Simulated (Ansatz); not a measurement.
Base system: HfSi₂ (space group Cmcm, No. 63; a = 3.650 Å, b = 14.351 Å, c = 3.635 Å).

Method: DFT with PBEsol, PAW potentials and a 420 eV plane-wave cutoff in Ansatz (an electronic-structure program), no SOC, earlier PAW set.

One change was made to it. Results:

The volume per atom shrinks by 1.40 Å³, from 15.87 Å³ to 14.47 Å³; the band gap is still zero.

### Question
Which change produced these results?
(A) pressure 3 GPa
(B) pressure 15 GPa
(C) pressure 100 GPa

### Answer
B, pressure 15 GPa. For comparison, the volume per atom in the other runs: pressure 100 GPa gives 11.06 Å³; pressure 3 GPa gives 15.54 Å³.

Load acts through the strain it causes; cell and atoms are relaxed under it. No phonon test of stability was made. No other phases were tried under pressure. The final runs are not spin-polarised.
